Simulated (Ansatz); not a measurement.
**Phonons of zinc blende AlAs at temperature**

Method: the stochastic self-consistent harmonic approximation in a 3×3×3 supercell, DFT at the PBEsol level (Ansatz, an electronic-structure program). The cell is fixed at its relaxed static size. Melting and transitions to other phases are not modelled. An odd repeat of the supercell leaves out some zone-boundary points, where instabilities often lie. Frequencies in cm⁻¹ at q = (0.00, 0.33, 0.67) (fractions of the primitive reciprocal vectors), each column in ascending order, rows equal in every column written once; i marks an imaginary mode. The auxiliary (Gaussian) frequencies are positive by construction; the free-energy Hessian decides stability.

| harmonic | Gaussian 300 K | Hessian 300 K | Gaussian 600 K | Hessian 600 K |
|---|---|---|---|---|
| 92 | 90 | 90 | 89 | 88 |
| 136 | 134 | 133 | 132 | 131 |
| 192 | 192 | 189 | 191 | 186 |
| 325 | 324 | 319 | 323 | 313 |
| 330 | 329 | 323 | 327 | 317 |
| 352 | 351 | 346 | 349 | 340 |

The pressure at 300 K in this cell is 0.38 ± 0.01 GPa and the pressure at 600 K in this cell is 0.61 ± 0.01 GPa. The pressure near 300 K by path-integral sampling of the fitted surface is 0.37 GPa and the pressure near 600 K by path-integral sampling of the fitted surface comes out as 0.59 GPa. The static pressure is 0.02 GPa.

Over all wave vectors of the supercell the softest harmonic mode is 65 cm⁻¹ at q = (0.00, 0.00, 0.33); the softest of the Hessian is 64 cm⁻¹ at q = (0.00, 0.00, 0.33) at 300 K (error under 1; the run's verdict: stable), 62 cm⁻¹ at q = (0.00, 0.00, 0.33) at 600 K (error under 1; the run's verdict: stable).
